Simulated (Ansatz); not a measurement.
Input and output of a relaxation of cell and atoms for LaSi2Ni (Cmcm, 8 atoms in the cell) (Ansatz, a first-principles code).

Level of theory: PBEsol, PAW files made with PBE (plane waves; Ansatz).

```yaml
crystal:
  lattice:
    - [2.11490, -8.30956, 0.00000]
    - [2.11490, 8.30956, 0.00000]
    - [0.00000, 0.00000, 4.08984]
  atoms:
    - { symbol: La, position: [0.89212, 0.10788, 0.25000] }
    - { symbol: La, position: [0.10788, 0.89212, 0.75000] }
    - { symbol: Si, position: [0.54103, 0.45897, 0.25000] }
    - { symbol: Si, position: [0.45897, 0.54103, 0.75000] }
    - { symbol: Si, position: [0.24991, 0.75009, 0.25000] }
    - { symbol: Si, position: [0.75009, 0.24991, 0.75000] }
    - { symbol: Ni, position: [0.68223, 0.31777, 0.25000] }
    - { symbol: Ni, position: [0.31777, 0.68223, 0.75000] }
```

Reference input (self-consistent single point, DFT, PBEsol, plane waves, PAW files made with PBE): basis.ecutwfc = 420 eV; kpoints.mp_grid.grid = 5 5 5; hamiltonian.xc = pbesol; hamiltonian.pseudopotentials = {kind: paw} (the program's default PAW files); scf.occupations.method = gaussian; scf.occupations.width = 0.05 eV. This run's input differs from it in these lines:

```diff
@@ -29,2 +29,4 @@
     width: 0.05
+relax:
+  cell: {}
 output:
```

Output (repeated stretches shortened):

```
   [... SCF lines of the steps left out ...]
relax step   1: F+E_penalty+E_count = -26425.89481761 eV  Δ(F+E_penalty+E_count) = +0.000e0 eV  max|allowed force component| = 1.213e-1 eV/Å  Δτ_max = 0.0000 Å  P = -2.996 GPa  Ω = 143.749 Å³  (10 SCF iters, dr2 threshold 1.00e-7 eV, accepted)
relax step   2: F+E_penalty+E_count = -26425.93175881 eV  Δ(F+E_penalty+E_count) = -3.694e-2 eV  max|allowed force component| = 1.152e-1 eV/Å  Δτ_max = 0.0080 Å  P = +0.202 GPa  Ω = 139.735 Å³  energy of the carried Pulay correction = +4.198e-4 eV  [...]
   [... lines left out ...]
relax step   5: F+E_penalty+E_count = -26425.93510980 eV  Δ(F+E_penalty+E_count) = -8.864e-5 eV  max|allowed force component| = 1.426e-3 eV/Å  Δτ_max = 0.0009 Å  P = -0.001 GPa  Ω = 140.056 Å³  energy of the carried Pulay correction = +3.858e-4 eV  [...]
relax step   6: F+E_penalty+E_count = -26425.93473802 eV  Δ(F+E_penalty+E_count) = +3.718e-4 eV  max|allowed force component| = 1.435e-3 eV/Å  Δτ_max = 0.0000 Å  P = -0.001 GPa  Ω = 140.056 Å³  stress off target by 8.08e-3 GPa  SCF on the basis [...]
basis re-selected at this cell: Δ(F+E_penalty+E_count) = +3.718e-4 eV, ΔP = +0.000 GPa vs the last step
the relaxation is at rest under the 8 symmetry operations that the run kept from its start: a minimum is not shown …
Free energy (F): -26425.934738 eV
Internal energy: -26425.931875 eV  (E = F + TS)
E sigma→0 (E₀):  -26425.933306 eV
Entropy (-TS):   -0.002863 eV (-0.358 meV/atom)
Fermi energy:    12.464351 eV
--- Forces (eV/Å), atoms counted from 1 ---
  atom   1  La     0.00000000     0.00097593     0.00000000
   [... lines left out ...]
  cell:  # Å, volume = 140.0561 Å³
   [... lines left out ...]
    - { symbol: Si, position: [0.45856294887501814, 0.5414370511249819, 0.7500000000000002] }
    - { symbol: Si, position: [0.2496035020117715, 0.7503964979882285, 0.25] }
    - { symbol: Si, position: [0.7503964979882285, 0.2496035020117715, 0.7500000000000002] }
    - { symbol: Ni, position: [0.6823373959390813, 0.3176626040609188, 0.25] }
    - { symbol: Ni, position: [0.3176626040609188, 0.6823373959390813, 0.7500000000000002] }
```

The run converged.  The full log also holds: “iter 5 did not close the SCF: its close was put off for the readings that it lacked (scf_convergence_deferred on its scf_iter line)”. The full log also holds: “iter 5 did not close the SCF: its close was put off for the readings that it lacked (scf_convergence_deferred on its scf_iter line)”.

Summary of the result:
- Free energy E − TS (on the zero of these files) = -26425.9347 eV
- Fermi level (on the code's own zero) = 12.46 eV
- Pressure = 0.00 GPa
- Largest force (vector length) = 0.001 eV/Å
- Final cell = a = b = 8.465 Å, c = 4.078 Å, α = β = 90.00°, γ = 151.36°
- Final volume per atom = 17.51 Å³
- Relaxation steps = 6

The starting cell comes from a database of computed structures (which also holds hypothetical and non-ambient phases and stackings), without a prior relaxation at this level. Spin polarisation is off. The relaxation keeps the symmetry of its start, so its end need not be a minimum. Ansatz's pressure includes its estimate of the finite-basis (Pulay) stress.

Cost on one core of a shared machine: roughly 90 s.

Keys are those of Ansatz 0.2.
